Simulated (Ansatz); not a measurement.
What each level gives and costs: LuSI (P-6m2, 3 atoms in the cell)

```xyz
3
Lattice="4.5271 0.0000 0.0000 -2.2635 3.9206 0.0000 0.0000 0.0000 5.1965" Properties=species:S:1:pos:R:3 pbc="T T T"
Lu     0.0000     0.0000     0.0000
S      0.0000     2.6137     0.0000
I      2.2635     1.3069     2.5982
```

Program: Ansatz (a quantum-chemistry and plane-wave program), default PAW files made with PBE; each row names its functional.

Base settings: basis.ecutwfc = 30.9 Ry; kpoints.mp_grid.grid = 5 5 4; hamiltonian.xc = hse06; hamiltonian.pseudopotentials = {kind: paw} (the program's default PAW files); scf.occupations.method = fixed.

Differences are taken from HSE06, a reference of convenience: it is no measurement, and no ranking of the functionals follows.

Core times come from one kind of shared machine and are given to one figure; runs under 30 s give none.

The starting cell comes from a database of computed structures (which also holds hypothetical and non-ambient phases and stackings), without a prior relaxation at this level. Its lattice was rescaled by a random factor within 2.5 % of one. Spin-orbit coupling is off. Ansatz's pressure includes its estimate of the finite-basis (Pulay) stress. Another mesh or the band path of this cell gives a smaller gap, so this value is not converged in the mesh.

```csv
level,gap on the mesh less reference (eV),pressure less reference (GPa),core time / reference (rough)
PBEsol,-0.973,-1.88,–
PBE0,0.664,-0.01,1.0
HSE06,0.000,0.00,1
```

PBEsol ran in under 30 s, against roughly 200 s for HSE06.

Keys are those of Ansatz 0.2.
